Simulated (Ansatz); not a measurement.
Relaxation of the outer planes of the (312) surface of tetragonal indium in its 1x1 cell, outermost plane spacing 0.97 Å in the ideal cut.

The numbers are results of PBE (plane waves to 420 eV, PAW; Ansatz, a quantum-chemistry and plane-wave program), not measurements.

Model: 11-atom slab, 9.7 Å thick at the start (thin: gaps and levels are the slab's own), 11x5x1 mesh, Fermi-Dirac 0.1 eV, dipole correction, all atoms relaxed; held to the start's symmetry, so lower structures may exist; no spin, no spin-orbit, no U.

```csv
plane,atoms,bulk spacing to the next (Å),relaxed spacing (Å),change (%),rumpling (Å)
1,In,0.969,0.850,-12.3,0.00
2,In,0.969,0.786,-18.9,0.00
```
